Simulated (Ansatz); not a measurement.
Results of PBE (plane waves, PAW; Ansatz, a first-principles code) for BaGaHO2 (model structure, started from the SrVO2H type, P4/mmm, No. 123, 5 atoms in the cell).

Run with plane-wave cutoff 520 eV, 14×14×14 k mesh, Fermi–Dirac smearing 0.05 eV, scalar-relativistic PAW data made under PBE.

Cell (relaxed at this level):

```
BaGaHO2
1.0
    4.03708     0.00000     0.00000
    0.00000     4.03708     0.00000
    0.00000     0.00000     3.89926
Ba Ga O H
1 1 2 1
Cartesian
  2.01854   2.01854   1.94963
  0.00000   0.00000   0.00000
  2.01854   0.00000   0.00000
  0.00000   2.01854   0.00000
  0.00000   0.00000   1.94963
```

Question: Predict the band gap, direct gap at Γ and bulk modulus B0.

Answer: 
- band gap = 0.07 eV (under three smearing widths, so not firm)
- direct gap at Γ = 4.54 eV
- bulk modulus B0 = 109 GPa

Note: the bulk modulus is −V dP/dV from two relaxed cells at ±2 % in volume; the relaxation could raise the start's symmetry but not lower it, so the cell can be a saddle point.

Spin–orbit coupling is not included; it can close the smallest gap of 0.07 eV.

The computed numbers hold no vibrational or temperature effects.

It cost very roughly 4 core-minutes of CPU time.

A model structure was made by putting elements into a prototype or built by hand; it is no filed structure, need not be a known phase, and can be a saddle point held by its symmetry.
